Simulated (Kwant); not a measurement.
Model system: six-terminal Hall bar in a ZnO two-dimensional gas. Effective mass 0.3 mₑ, grid spacing 7.7 nm, hard walls, nominal width 200 nm (25 grid rows, so walls 200.2 nm apart), one parabolic valley, scattering region 520 nm long along x; energies count from the band bottom; Fermi energy 0.00141 eV. Four side probes 100 nm wide, two on each edge; current runs along x; the sign of the Hall resistance is a convention. Perpendicular field swept from 0.30449 to 6.2116 T, also in the leads; orbital effect alone.

Constants are typed, rounded textbook-type inputs, not results; the design itself was drawn at random and stands for no fabricated device.

Model: effective-mass tight-binding model on a square grid, one spin, coherent transport at 0 K (Kwant). Resistances are in h/e².

Problem. How many Landau levels lie under the Fermi energy, and what Hall resistance follows, at 1.41 meV and 0.605 T; 1.41 meV and 1.61 T; 1.41 meV and 2.11 T; 1.41 meV and 5.11 T?

Solution. ħωc = ħeB/m = 0.386 meV a tesla; levels lie at (n + ½)ħωc. E/ħωc = 6.04 gives 6 levels and h/(6e²) = 0.167; simulated 0.147, off the plateau. E/ħωc = 2.27 gives 2 levels and h/(2e²) = 0.500; simulated 0.500. E/ħωc = 1.73 gives 2 levels and h/(2e²) = 0.500; simulated 0.500. E/ħωc = 0.72 gives 1 level and h/(1e²) = 1.000; simulated 1.000. The count is that of a wide sample; where the walls of bar or probes squeeze the orbits, it misses.
